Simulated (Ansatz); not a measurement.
## Smallest direct gap on the k points sampled of WO₃ (P4/nmm, No. 129; high-temperature phase) at several levels of theory

No measured value is used here.

| level (code) | value (eV) |
|---|---|
| dielectric-dependent PBEsol hybrid (Ansatz) | 1.62 |
| HSE06 (Ansatz) | [?] |
| PBE0 (Ansatz) | 2.49 |

Task: Some entries are withheld; supply them.

Result: 
- HSE06 (Ansatz, a program for electronic structure), value (eV): 1.76

Computed values are for a static lattice. Spin–orbit coupling is included only where a level's name says +SOC; with heavier elements it mostly lowers gaps and can invert bands.  Values are at the PBEsol cell. Ansatz's density-functional and Hartree–Fock values are scalar-relativistic unless marked +SOC, with PAW data made under PBE.
